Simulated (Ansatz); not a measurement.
**The (210) surface of fcc Cu in its 1x1 cell, outermost plane spacing 0.81 Å in the ideal cut**

Calculation: r2SCAN, at the PBE geometry (plane waves to 500 eV, PAW; Ansatz, a quantum-chemistry and plane-wave program).

Slab: 13 atoms, 9.7 Å thick at the start (thin: gaps and levels are the slab's own); k 11x9x1, smearing 0.1 eV, dipole-corrected; single point; on the structure that PBE left under its start's symmetry; no spin, no spin-orbit, no U.

```
Quantity                                                             Result
-----------------------------------  --------------------------------------
surface energy (mean of both faces)                               1.90 J/m²
work function of the top face                                       4.35 eV
cost                                 about 12 core-minutes (a rough figure)
```
